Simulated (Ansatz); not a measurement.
Consider this model of amorphous Si₁₀₈Ge₃₆.

```
CELL_PARAMETERS angstrom
     14.97126     0.13198     0.00535
      0.13198    13.99424     0.14384
      0.00535     0.14384    14.42238
ATOMIC_POSITIONS crystal
  Si 0.45613 0.08812 0.06841
  Si 0.15894 0.83419 0.29918
  Si 0.60349 0.16656 0.77459
  Si 0.24028 0.66042 0.49399
  Si 0.10395 0.31007 0.74597
  Si 0.18935 0.38664 0.35148
  Si 0.69031 0.95016 0.64753
  Si 0.93702 0.99606 0.59094
  Si 0.99018 0.69614 0.70365
  Si 0.00408 0.50002 0.52999
  Si 0.65929 0.08011 0.90869
  Si 0.13048 0.09485 0.98357
  Si 0.61681 0.76350 0.39724
  Si 0.82840 0.99892 0.47732
  Si 0.37407 0.94263 0.42309
  Si 0.80168 0.09039 0.24918
  Si 0.95505 0.73993 0.94665
  Si 0.59788 0.27710 0.28488
  Si 0.91581 0.22908 0.52359
  Si 0.04468 0.06161 0.35271
  Si 0.91776 0.51651 0.12418
  Si 0.12318 0.13332 0.22883
  Si 0.54285 0.80690 0.16773
  Si 0.23474 0.24128 0.81033
  Si 0.89827 0.18748 0.16180
  Si 0.23791 0.32835 0.09894
  Si 0.35074 0.36732 0.36421
  Si 0.54747 0.50849 0.27041
  Si 0.47986 0.59486 0.86302
  Si 0.62466 0.91296 0.89644
  Si 0.77472 0.56112 0.33616
  Si 0.89200 0.65570 0.82546
  Si 0.08189 0.56444 0.67420
  Si 0.38487 0.95164 0.02323
  Si 0.99911 0.42406 0.01478
  Si 0.68647 0.43761 0.83952
  Si 0.02320 0.13045 0.60596
  Si 0.78515 0.42693 0.10702
  Si 0.85713 0.40845 0.34548
  Si 0.90058 0.02376 0.88783
  Si 0.57551 0.67422 0.26482
  Si 0.57927 0.33430 0.78491
  Si 0.07833 0.51479 0.37841
  Si 0.44661 0.50345 0.39680
  Si 0.12978 0.30812 0.21954
  Si 0.53471 0.80802 0.63475
  Si 0.67937 0.61638 0.46794
  Si 0.43737 0.09241 0.36978
  Si 0.55517 0.52015 0.51822
  Si 0.14809 0.27509 0.46370
  Si 0.58573 0.03463 0.39195
  Si 0.47393 0.16778 0.67867
  Si 0.12826 0.96605 0.74294
  Si 0.82148 0.39698 0.77349
  Si 0.62675 0.78857 0.02578
  Si 0.93370 0.85637 0.25235
  Si 0.54951 0.63392 0.63670
  Si 0.90170 0.99415 0.33506
  Si 0.34059 0.55760 0.11467
  Si 0.10993 0.68929 0.96109
  Si 0.98101 0.71356 0.33110
  Si 0.04724 0.06389 0.84699
  Si 0.99637 0.19267 0.75280
  Si 0.24415 0.93936 0.52106
  Si 0.69099 0.15656 0.35501
  Si 0.56388 0.97112 0.54829
  Si 0.61739 0.57619 0.77930
  Si 0.60919 0.09242 0.06327
  Si 0.98963 0.93151 0.11575
  Si 0.23979 0.21907 0.97309
  Si 0.22935 0.78674 0.60211
  Si 0.76286 0.87540 0.07201
  Si 0.71849 0.64546 0.04312
  Si 0.70322 0.99744 0.16258
  Si 0.72011 0.65303 0.20918
  Si 0.91523 0.63866 0.57331
  Si 0.39107 0.83548 0.14290
  Si 0.74169 0.68173 0.76032
  Si 0.41471 0.62371 0.71786
  Si 0.11721 0.93071 0.42489
  Si 0.64868 0.83055 0.75580
  Si 0.22707 0.97246 0.04990
  Si 0.87465 0.66817 0.06874
  Si 0.36648 0.31854 0.20588
  Si 0.76107 0.43699 0.62649
  Si 0.84318 0.23157 0.77719
  Si 0.80225 0.15502 0.91801
  Si 0.89803 0.89156 0.98761
  Si 0.31691 0.75648 0.73518
  Si 0.82127 0.77225 0.18323
  Si 0.08744 0.82270 0.66351
  Si 0.25731 0.47123 0.01029
  Si 0.46652 0.89303 0.88766
  Si 0.01179 0.86510 0.52812
  Si 0.90477 0.76386 0.46501
  Si 0.02395 0.09670 0.10955
  Si 0.45779 0.44590 0.15247
  Si 0.42130 0.88188 0.73115
  Si 0.40030 0.23012 0.45765
  Si 0.76400 0.60583 0.61041
  Si 0.18033 0.06592 0.61436
  Si 0.01461 0.21323 0.40450
  Si 0.94474 0.55199 0.28302
  Si 0.11610 0.52274 0.95379
  Si 0.49294 0.73542 0.94579
  Si 0.36854 0.46866 0.89061
  Si 0.13862 0.67287 0.36545
  Si 0.46546 0.33470 0.90146
  Ge 0.81658 0.82581 0.66978
  Ge 0.33491 0.47428 0.72085
  Ge 0.30916 0.89241 0.27775
  Ge 0.39657 0.18115 0.93978
  Ge 0.26082 0.05067 0.19986
  Ge 0.55213 0.37990 0.03614
  Ge 0.63734 0.24750 0.12055
  Ge 0.25117 0.76028 0.89814
  Ge 0.36805 0.66385 0.38566
  Ge 0.27005 0.20639 0.56324
  Ge 0.11670 0.67798 0.13158
  Ge 0.55013 0.22229 0.53450
  Ge 0.35976 0.71053 0.03714
  Ge 0.70230 0.41451 0.25724
  Ge 0.92216 0.48673 0.86914
  Ge 0.73953 0.14343 0.67702
  Ge 0.21932 0.52075 0.60080
  Ge 0.34998 0.29178 0.69890
  Ge 0.07471 0.46311 0.80666
  Ge 0.75048 0.84634 0.49446
  Ge 0.39842 0.14686 0.21251
  Ge 0.87620 0.39501 0.51366
  Ge 0.41386 0.01820 0.61740
  Ge 0.77145 0.15622 0.50201
  Ge 0.25614 0.64069 0.23516
  Ge 0.84497 0.99451 0.72909
  Ge 0.11947 0.37685 0.58976
  Ge 0.46833 0.79527 0.46887
  Ge 0.96923 0.30133 0.26179
  Ge 0.67639 0.48822 0.99708
  Ge 0.79511 0.26156 0.05740
  Ge 0.32800 0.08824 0.80217
  Ge 0.61683 0.90835 0.27964
  Ge 0.60291 0.37627 0.61274
  Ge 0.24191 0.94179 0.86549
  Ge 0.13127 0.85355 0.13193
```

Level of theory: PBE, scalar-relativistic without spin-orbit coupling (plane waves to 420 eV, PAW; Ansatz, an electronic-structure program). Neutral PBE cell, which sets geometry, pressure and energy: sampling: a 2×2×2 Γ-centred mesh; Fermi-Dirac width 0.05 eV; no spin polarisation.

A CHGNet melt-quench gave the starting glass, which DFT then relaxed. The hot cell started wider than the set density and was brought back towards it in steps. It is the lowest in DFT energy of 8 quenches. It is a model cell: composition and starting density were chosen by hand, and all elements were melted together. No dispersion term was used. Its density started from a set value of 3.15 and ended at 3.10 g/cm³. The simulated quench (nominally 63 K/ps over its main leg) is rapid and tends to freeze in more defects than a deposited or slowly cooled glass has. One small periodic cell is one sample of the glass; other quenches scatter about these values. Volume and shape were free in the relaxation.

Problem. Give the pressure, the energy against reference phases and the spacing of the highest filled and lowest empty levels.

Solution. 
| Property | Value |
|---|---|
| Pressure on a 2×2×2 Γ-centred mesh | -0.04 GPa |
| Largest force and stress component on that mesh (the relaxation ran on the zone centre alone) | 0.18 eV/Å and 0.3 GPa |
| Energy relative to silicon + germanium (lowest mix at this level among the phases computed, not always the ambient ones) | 270 meV/atom |
| Gap on a 2×2×2 Γ-centred mesh (PBE) | within the smearing (under twice its width) |

The levels at the Fermi energy are partly filled. A closed spacing in one fast-quenched cell at PBE doesn't show the material to be a metal.

Cut-offs for bonds: Si-Si 2.72 Å, Si-Ge 2.80 Å, Ge-Ge 2.85 Å.

A PBE run started with 1 μB on atoms that lack a bond or may hold spare charge lost its moments; other starts weren't tried.
